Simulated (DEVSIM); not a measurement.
System: Si p-i-n diode, at 300 K.

Layer 1 from the left is Si, thickness (μm) 0.570, Na (cm⁻³) 1.1e18, τn (s) 4.9e-5, τp (s) 4.9e-5. Layer 2 from the left is Si, thickness (μm) 0.260, Nd (cm⁻³) 1.9e13, τn (s) 4.9e-5, τp (s) 0.00015. Layer 3 from the left is Si, thickness (μm) 0.900, Nd (cm⁻³) 8.5e17, τn (s) 4.9e-5, τp (s) 4.9e-5.

Left contact: ohmic. Right contact: ohmic. Voltage is applied to the left contact. Recombination: SRH at mid-gap, radiative. Gap narrowing is on: ΔEg = 6.92 meV × (l + √(l² + 0.5)), l = ln(N/1.3e17 cm⁻³), shared equally by both band edges. Mobility is μmin + (μ − μmin)/(1 + (N/Nref)^α).

Constants are typed, rounded textbook-type inputs, not results; the design itself was drawn at random and stands for no fabricated device. Values at 300 K.

Si: gap (eV) 1.124, affinity (eV) 4.05, permittivity 11.7, Nc (cm⁻³) 2.86e19, Nv (cm⁻³) 3.1e19, μn (cm²/Vs) 1417, μp (cm²/Vs) 470, μn,min 52, μp,min 45, Nref,n 9.7e16, Nref,p 2.2e17, αn 0.68, αp 0.72, B (cm³/s) 4.7e-15.

DEVSIM, 1D drift-diffusion, Boltzmann statistics, complete ionisation; no tunnelling, impact ionisation, image-force lowering or self-heating.

### Question
What does the simulation give for the dark forward voltage at 100 A/cm², the potential step across the device at zero bias?

### Answer
dark forward voltage at 100 A/cm² 0.775 V; potential step across the device at zero bias 0.918 V.
